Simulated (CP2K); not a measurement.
Checking a run of CP2K on LaP7 (P2_1/c, 32 atoms in the cell). The aim is a self-consistent single point with DFT LDA (Pade form), GPW, DZVP-MOLOPT-SR-GTH basis, GTH-PADE potentials (GTH_POTENTIALS).

This input was run:

```
&GLOBAL
  PROJECT bulk
  RUN_TYPE ENERGY_FORCE
  PRINT_LEVEL LOW
&END GLOBAL
&FORCE_EVAL
  METHOD Quickstep
  STRESS_TENSOR ANALYTICAL
  &DFT
    BASIS_SET_FILE_NAME BASIS_MOLOPT
    BASIS_SET_FILE_NAME BASIS_MOLOPT_UCL
    POTENTIAL_FILE_NAME GTH_POTENTIALS
    &QS
      METHOD GPW
      EPS_DEFAULT 1E-10
    &END QS
    &MGRID
      CUTOFF 50
      REL_CUTOFF 40
      NGRIDS 5
    &END MGRID
    &SCF
      SCF_GUESS ATOMIC
      EPS_SCF 1E-6
      MAX_SCF 100
      ADDED_MOS 29
      &DIAGONALIZATION
        ALGORITHM STANDARD
      &END DIAGONALIZATION
      &MIXING
        METHOD BROYDEN_MIXING
        ALPHA 0.3
        NBUFFER 12
      &END MIXING
      &SMEAR ON
        METHOD FERMI_DIRAC
        ELECTRONIC_TEMPERATURE [K] 116.05
      &END SMEAR
    &END SCF
    &KPOINTS
      SCHEME MONKHORST-PACK 3 2 2
      GAMMA_CENTERED T
    &END KPOINTS
    &XC
      &XC_FUNCTIONAL PADE
      &END XC_FUNCTIONAL
    &END XC
    &PRINT
      &MO
        EIGENVALUES T
        OCCUPATION_NUMBERS T
        NDIGITS 8
        FILENAME mo
        &EACH
          QS_SCF 0
        &END EACH
        ADD_LAST NUMERIC
      &END MO
      &MULLIKEN OFF
      &END MULLIKEN
    &END PRINT
  &END DFT
  &SUBSYS
    &CELL
      ABC 7.04071000 11.74717000 10.32887038
      ALPHA_BETA_GAMMA 90.00000000 129.54809985 90.00000000
      PERIODIC XYZ
    &END CELL
    &COORD
      SCALED
      La       0.11402000     0.34898000     0.71665000
      La       0.88598000     0.65102000     0.28335000
      La       0.88598000     0.84898000     0.78335000
      La       0.11402000     0.15102000     0.21665000
      P        0.71248000     0.21965000     0.25096000
      P        0.28752000     0.78035000     0.74904000
      P        0.28752000     0.71965000     0.24904000
      P        0.71248000     0.28035000     0.75096000
      P        0.31535000     0.46452000     0.40964000
      P        0.68465000     0.53548000     0.59036000
      P        0.68465000     0.96452000     0.09036000
      P        0.31535000     0.03548000     0.90964000
      P        0.36250000     0.11320000     0.73765000
      P        0.63750000     0.88680000     0.26235000
      P        0.63750000     0.61320000     0.76235000
      P        0.36250000     0.38680000     0.23765000
      P        0.70392000     0.33863000     0.95074000
      P        0.29608000     0.66137000     0.04926000
      P        0.29608000     0.83863000     0.54926000
      P        0.70392000     0.16137000     0.45074000
      P        0.73138000     0.10039000     0.81974000
      P        0.26862000     0.89961000     0.18026000
      P        0.26862000     0.60039000     0.68026000
      P        0.73138000     0.39961000     0.31974000
      P        0.83687000     0.51100000     0.99055000
      P        0.16313000     0.48900000     0.00945000
      P        0.16313000     0.01100000     0.50945000
      P        0.83687000     0.98900000     0.49055000
      P        0.31715000     0.31136000     0.52921000
      P        0.68285000     0.68864000     0.47079000
      P        0.68285000     0.81136000     0.97079000
      P        0.31715000     0.18864000     0.02921000
    &END COORD
    &KIND La
      BASIS_SET DZVP-MOLOPT-SR-GTH-q11
      POTENTIAL GTH-PADE-q11
    &END KIND
    &KIND P
      BASIS_SET DZVP-MOLOPT-SR-GTH-q5
      POTENTIAL GTH-PADE-q5
    &END KIND
  &END SUBSYS
  &PRINT
    &FORCES ON
    &END FORCES
    &STRESS_TENSOR ON
    &END STRESS_TENSOR
  &END PRINT
&END FORCE_EVAL
```

Output, abridged:

```
 GLOBAL| Method name                                                        CP2K
 GLOBAL| Project name                                                       bulk
 GLOBAL| Run type                                                   ENERGY_FORCE

 TOTAL NUMBERS AND MAXIMUM NUMBERS

   [... lines left out ...]
                        level_shift [a.u.]:                             0.000000
                        added MOs                                        29    0
                        Mixing method:                            BROYDEN_MIXING
                                                charge density mixing in g-space
                        Smear method:                                FERMI_DIRAC
                        Electronic temperature [K]:                        116.0
                        Electronic temperature [a.u.]:                  3.68E-04
                        Accuracy threshold:                             1.00E-10
                        No outer SCF

 Extrapolation method: initial_guess

 Number of electrons:                                                        184
 Number of occupied orbitals:                                                 92
 Number of molecular orbitals:                                               121

 Number of orbital functions:                                                468
 Number of independent orbital functions:                                    468
 SCF WAVEFUNCTION OPTIMIZATION

  Step     Update method      Time    Convergence         Total energy    Change
     1 NoMix/Diag. 0.30E+00      -     2.15423670      -315.8525889655 -3.16E+02
     2 Broy./Diag. 0.30E+00      -     0.03945375      -313.0388413146  2.81E+00
     3 Broy./Diag. 0.30E+00      -     0.03143168      -312.8499177402  1.89E-01
     4 Broy./Diag. 0.30E+00      -     0.01288138      -312.8600409897 -1.01E-02
     5 Broy./Diag. 0.30E+00      -     0.00158501      -312.9101307961 -5.01E-02
     6 Broy./Diag. 0.30E+00      -     0.00106116      -312.8624261775  4.77E-02
     7 Broy./Diag. 0.30E+00      -     0.00044886      -312.8380002301  2.44E-02
     8 Broy./Diag. 0.30E+00      -     0.00003531      -312.8331120751  4.89E-03
     9 Broy./Diag. 0.30E+00      -     0.00004889      -312.8327909757  3.21E-04
    10 Broy./Diag. 0.30E+00      -     0.00000640      -312.8331582274 -3.67E-04
    11 Broy./Diag. 0.30E+00      -     0.00000208      -312.8333495105 -1.91E-04
    12 Broy./Diag. 0.30E+00      -     0.00000110      -312.8334305931 -8.11E-05
    13 Broy./Diag. 0.30E+00      -     0.00000021      -312.8334485471 -1.80E-05
  *** SCF run converged in    13 steps ***

  Overlap energy of the core charge distribution:               0.00000000239307
  Self energy of the core charge distribution:               -714.42759218994524
  Core Hamiltonian energy:                                    148.58926235048173
  Hartree energy:                                             317.31420840223484
  Exchange-correlation energy:                                -64.30932711227021
  Electronic entropic energy:                                  -0.00000000000000
  Fermi energy:                                                 0.25349751335711

  Total energy:                                              -312.83344854710583
  Total energy (extrapolated to T->0):                       -312.83344854710583

   [... lines left out ...]
 STRESS|                        x                   y                   z
 STRESS|      x       -2.60051080600E+04  -9.84265750181E+01  -3.84489791269E+02
 STRESS|      y       -9.84265750181E+01  -2.70834436107E+04  -1.61461159540E+02
 STRESS|      z       -3.84489791269E+02  -1.61461159540E+02  -3.00736493852E+04
 STRESS| 1/3 Trace                                            -2.77207336853E+04
```

Is anything amiss in this input, and did it matter?

The run is not sound. The fault is a basis or grid far too coarse for these potentials. The error of an incomplete plane-wave basis or grid does not cancel at such settings. To fix it, restore the cutoff that the potentials need and check convergence. The run converged in 13 iterations without an error; against the sound input the free energy drops by 2.5 meV/atom, the pressure goes from -2.89 to -2.77 GPa, the largest force goes from 0.284 to 1.689 eV/Å and the gap on the mesh moves little (1.003 to 1.004 eV).

The sound input it was made from differs as follows (other fixes are possible):
```diff
-      CUTOFF 50
+      CUTOFF 500
```

With that input, the run converged in 13 iterations: free energy E − TS -8512.5516 eV; top of the valence band (on the code's own zero) 6.40 eV; gap on the k-point mesh 1.00 eV; pressure -2.89 GPa; largest force (vector length) 0.284 eV/Å (DFT LDA (Pade form), GPW, DZVP-MOLOPT-SR-GTH basis, GTH-PADE potentials (GTH_POTENTIALS)).

On the sound input: the starting cell comes from a database of computed structures (which also holds hypothetical and non-ambient phases and stackings), without a prior relaxation at this level. Values carry the incompleteness of an atom-centred basis.
